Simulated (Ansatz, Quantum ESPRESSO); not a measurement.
## LaAsRh (I4_1md, 6 atoms in the cell) computed with different codes at matched settings

Self-consistent single point.

```
CELL_PARAMETERS angstrom
     -2.08248     2.08248     7.41290
      2.08248    -2.08248     7.41290
      2.08248     2.08248    -7.41290
ATOMIC_POSITIONS crystal
  La 0.16910 0.16910 0.00000
  La 0.91910 0.41910 0.50000
  As 0.75006 0.75006 0.00000
  As 0.50006 0.00006 0.50000
  Rh 0.33493 0.83493 0.50000
  Rh 0.58493 0.58493 0.00000
```

All programs got the same cell, k-point mesh and kind of occupations (in Ansatz's words: kpoints.mp_grid.grid = 5 5 5; scf.occupations.method = fermi_dirac; scf.occupations.width = 0.1 eV); potentials, basis and cutoffs are each program's usual ones.

```json
[
 {"code": "Ansatz", "model": "PBEsol, PAW files made with PBE", "pressure (GPa)": "-0.23", "largest force (eV/Å)": "0.065", "cutoff": "default"},
 {"code": "Quantum ESPRESSO", "model": "PBEsol, GBRV 1.5 ultrasoft (PBESOL) pseudopotentials", "pressure (GPa)": "-0.15", "largest force (eV/Å)": "0.066", "cutoff": "40 Ry"}
]
```

Size of the force on each atom (eV/Å): Sizes of forces hide their directions.

```json
[
 {"code": "Ansatz", "La1": "0.032", "La2": "0.032", "As3": "0.065", "As4": "0.065", "Rh5": "0.033", "Rh6": "0.033"},
 {"code": "Quantum ESPRESSO", "La1": "0.034", "La2": "0.034", "As3": "0.066", "As4": "0.066", "Rh5": "0.032", "Rh6": "0.032"}
]
```

The spread over the programs that give each value: pressure within 0.08 GPa; largest force within 0.001 eV/Å.

The starting cell comes from a database of computed structures (which also holds hypothetical and non-ambient phases and stackings), without a prior relaxation at this level. Its lattice was rescaled by a random factor within 2.5 % of one. On Ansatz's run: Spin polarisation is off.

Why do the programs differ, and what cannot be compared?

Differences of this kind can come from the potentials, where these differ, and from what each basis and cutoff leave unconverged. The valence holds different numbers of electrons (Ansatz (a program for electronic structure) 86, Quantum ESPRESSO 62). The zero of total energies and Fermi levels follows the potentials and each program's conventions, so they are not compared here. Ansatz's pressure is given at a fixed set of plane waves, as the other plane-wave codes print theirs; with its correction for the finite basis it is -0.19 GPa.

Keys are those of Ansatz 0.2.
